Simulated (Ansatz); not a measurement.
A computed series for PbSe: response to strain

Base system: PbSe in the rock salt structure (space group Fm-3m, No. 225; a = 6.1778 Å). Axes: x, y, z lie along the cube axes.

Strains are applied to the cell and any free atomic positions relax; under biaxial strain the out-of-plane vector relaxes too.

The values are results of r2SCAN (Ansatz, a first-principles code), without spin-orbit coupling, not measurements.

**Question.** Only one of these has no band gap. Which?
A) isotropic strain −1.99 %
B) uniaxial strain ε_xx = −1.19 %
C) biaxial strain −3.89 %, plane normal [111], relaxed out of plane

**Answer.** C, biaxial strain −3.89 %, plane normal [111], relaxed out of plane. Computed: biaxial strain −3.89 %, plane normal [111], relaxed out of plane: zero; uniaxial strain ε_xx = −1.19 %: 0.62 eV; isotropic strain −1.99 %: 0.45 eV

A case with no gap was solved on a k-mesh chosen for an insulator, which is coarse for it. Spin-orbit coupling, missing from the scalar runs, can matter with Pb. Stability against distortions was not tested. All final runs are without spin polarisation. A zero or small gap of PbSe under biaxial strain −3.89 %, plane normal [111], relaxed out of plane can be the functional's error rather than a property of the material.
